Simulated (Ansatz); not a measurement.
## Hypothetical Pm-3n AlN under a change: tensor shear ε_yz = −3.79 %

Take AlN (space group Pm-3n, No. 223; a = 5.3437 Å; a hypothetical phase, not in the database extracts checked) as the base. Axes: x, y, z lie along the cube axes.

The change: a pure shear with ε_yz = ε_zy = -0.0379, atoms relaxed at fixed cell.

Computed with PBEsol (Ansatz, a quantum-chemistry and plane-wave program; PAW; 420 eV plane waves; scalar-relativistic without spin-orbit coupling). k-mesh 5×5×5 (Γ-centred); smearing 0.05 eV (Fermi–Dirac).

| quantity | base | changed | shift |
|---|---|---|---|
| volume per atom | 12.72 Å³ | 12.70 Å³ | -0.02 Å³ |
| space group | Pm-3n (No. 223) | Cccm (No. 66) | – |
| shortest interatomic distance | 188.9 pm | 188.4 pm | -0.5 pm |
| energy relative to the base (free energy F) | 0 meV/atom | +11 meV/atom | +11 meV/atom |
| pressure (mean of the normal stresses, compression positive) | 0.01 GPa | -0.31 GPa | -0.32 GPa |
| band gap (an upper bound: an edge found on the path is not a true extremum; the changed cell) | 2.54 eV | 2.53 eV | -0.017 eV |
| largest internal atomic displacement | – | 0.066 Å | – |
| stress (xx, yy, zz, yz, xz, xy; compression positive) | – | (0.43, -0.69, -0.69, 3.64, 0.00, 0.00) GPa | – |

Final structure:

```xyz
12
Lattice="5.3437 0.0000 0.0000 0.0000 5.3437 -0.2025 0.0000 -0.2025 5.3437" Properties=species:S:1:pos:R:3 pbc="T T T"
Al     1.3359    -0.1013     2.6719
Al     2.6719     1.3358    -0.0252
Al     2.6719     4.0079    -0.1773
Al     4.0078    -0.1013     2.6719
Al     0.0000     2.5454     3.9064
Al     0.0000     2.5958     1.2348
N      1.3359     2.6719    -0.1013
N      0.0000     1.2323     2.5548
N      0.0000     3.9089     2.5864
N      4.0078     2.6719    -0.1013
N      2.6719    -0.2183     4.0054
N      2.6719     0.0158     1.3383
```

The cells carry an imposed strain or load. No phonon test of stability was made.
